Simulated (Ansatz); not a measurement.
Consider TiSi$_{2}$ (space group Fddd, No. 70; a = 4.779 Å, b = 8.230 Å, c = 8.521 Å).

Structures relaxed with r2SCAN, PAW, 500 eV (Ansatz, an electronic-structure program; no spin-orbit coupling).

Base:

Simulated powder pattern, Cu Kα, λ = 1.54184 Å (kinematic, ideal powder, no thermal factors, no anomalous dispersion; the 10 strongest lines at most, above 2 %, up to 2θ = 90°):

```csv
2θ (°),I/Imax (%),hkl
39.32,100,(131)
42.43,40,(004)
43.42,74,(202)
50.01,48,(133)
67.62,18,(135)
69.07,17,(331)
72.38,15,(062)
76.92,12,(333)
78.32,12,(206)
80.79,11,(260)
```

The change: full substitution Si → Pb, then cell and atoms are relaxed.

After the change:

Simulated powder pattern, Cu Kα, λ = 1.54184 Å (kinematic, ideal powder, no thermal factors, no anomalous dispersion; the 10 strongest lines at most, above 2 %, up to 2θ = 90°):

```json
[
 {"2θ (°)": "19.49", "I/Imax (%)": "21", "hkl": "(111)"},
 {"2θ (°)": "25.87", "I/Imax (%)": "57", "hkl": "(022)"},
 {"2θ (°)": "32.40", "I/Imax (%)": "100", "hkl": "(113)"},
 {"2θ (°)": "34.72", "I/Imax (%)": "27", "hkl": "(202)"},
 {"2θ (°)": "34.91", "I/Imax (%)": "95", "hkl": "(220)"},
 {"2θ (°)": "37.27", "I/Imax (%)": "40", "hkl": "(040)"},
 {"2θ (°)": "42.08", "I/Imax (%)": "49", "hkl": "(133)"},
 {"2θ (°)": "54.08", "I/Imax (%)": "24", "hkl": "(313)"},
 {"2θ (°)": "61.02", "I/Imax (%)": "26", "hkl": "(400)"},
 {"2θ (°)": "73.72", "I/Imax (%)": "21", "hkl": "(440)"}
]
```

The indices refer to each structure's own conventional cell; one index is shown for lines that coincide.

No phonon test of stability was made. As relaxed here, TiPb2 is a hypothetical phase, not in the database extracts checked. All final runs are without spin polarisation. TiPb2 has a high density of states at the Fermi level and may be magnetic at this level.
